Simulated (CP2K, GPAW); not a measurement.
A GPAW input for a self-consistent single point of SrCl₂ (P1, 3 atoms in the cell) (DFT LDA (Perdew-Wang 92), plane waves, GPAW PAW datasets LDA (gpaw-data 1.0.1)):

```python
from ase import Atoms
from ase.units import GPa
from gpaw import GPAW

atoms = Atoms(['Sr', 'Cl', 'Cl'],
              cell=[[0.000000, 3.499745, 3.499745],
                    [3.499745, 0.000000, 3.499745],
                    [3.499745, 3.499745, 0.000000]],
              positions=[[0.069155, 0.002915, 0.016305],
                         [5.224402, 5.221602, 5.232448],
                         [1.705933, 1.774969, 1.750733]],
              pbc=True)

calc = GPAW(mode={'name': 'pw', 'ecut': 550},
            xc='LDA',
            kpts={'size': (8, 8, 8), 'gamma': True},
            occupations={'name': 'fermi-dirac', 'width': 0.01},
            nbands=-6,
            convergence={'bands': -4},
            symmetry={'symmorphic': False, 'tolerance': 0.0005},
            maxiter=120,
            txt='-')

atoms.calc = calc

energy = atoms.get_potential_energy()
print('Energy (eV):', round(energy, 6))
forces = atoms.get_forces()
print('Forces (eV/Ang):')
print(forces.round(5))
stress = atoms.get_stress()
print('Stress (GPa, Voigt):', (stress / GPa).round(4))
```

Task: Translate this input to CP2K.

Result: This is the input that was run; spellings and numerical settings could be chosen otherwise.

```
&GLOBAL
  PROJECT bulk
  RUN_TYPE ENERGY_FORCE
  PRINT_LEVEL MEDIUM
&END GLOBAL
&FORCE_EVAL
  METHOD Quickstep
  STRESS_TENSOR ANALYTICAL
  &DFT
    BASIS_SET_FILE_NAME BASIS_MOLOPT
    POTENTIAL_FILE_NAME GTH_POTENTIALS
    &QS
      METHOD GPW
      EPS_DEFAULT 1E-11
    &END QS
    &MGRID
      CUTOFF 500
      REL_CUTOFF 60
      NGRIDS 5
    &END MGRID
    &SCF
      SCF_GUESS ATOMIC
      EPS_SCF 1E-6
      MAX_SCF 100
      ADDED_MOS 5
      &DIAGONALIZATION
        ALGORITHM STANDARD
      &END DIAGONALIZATION
      &MIXING
        METHOD BROYDEN_MIXING
        ALPHA 0.2
        NBUFFER 10
        BETA 1.5
      &END MIXING
      &SMEAR ON
        METHOD FERMI_DIRAC
        ELECTRONIC_TEMPERATURE [K] 116.05
      &END SMEAR
    &END SCF
    &KPOINTS
      SCHEME MONKHORST-PACK 8 8 8
      GAMMA_CENTERED T
    &END KPOINTS
    &XC
      &XC_FUNCTIONAL PADE
      &END XC_FUNCTIONAL
    &END XC
    &PRINT
      &MO
        EIGENVALUES T
        OCCUPATION_NUMBERS T
        NDIGITS 8
        FILENAME mo
        &EACH
          QS_SCF 0
        &END EACH
        ADD_LAST NUMERIC
      &END MO
      &MULLIKEN ON
      &END MULLIKEN
    &END PRINT
  &END DFT
  &SUBSYS
    &CELL
      A 4.94938700 0.00000000 0.00000000
      B 2.47469300 4.28629500 0.00000000
      C 2.47469300 1.42876500 4.04115700
      PERIODIC XYZ
    &END CELL
    &COORD
      Sr       0.01359101     0.06193125     0.03219590
      Cl       7.39212899     4.27013424     3.01004771
      Cl       2.49304806     1.38299451     0.99891339
    &END COORD
    &KIND Sr
      BASIS_SET DZVP-MOLOPT-SR-GTH
      POTENTIAL GTH-PADE-q10
    &END KIND
    &KIND Cl
      BASIS_SET DZVP-MOLOPT-SR-GTH
      POTENTIAL GTH-PADE-q7
    &END KIND
  &END SUBSYS
  &PRINT
    &FORCES ON
    &END FORCES
    &STRESS_TENSOR ON
    &END STRESS_TENSOR
  &END PRINT
&END FORCE_EVAL
```

Basis, cutoffs, solver keys and any potentials are the target program's own. This input uses DFT LDA (Pade form), GPW, DZVP-MOLOPT-SR-GTH basis, GTH-PADE potentials (GTH_POTENTIALS). LDA parametrisations can differ slightly between programs.

The starting cell comes from a database of computed structures (which also holds hypothetical and non-ambient phases and stackings), without a prior relaxation at this level. For this run, on top of that: atoms moved at random.
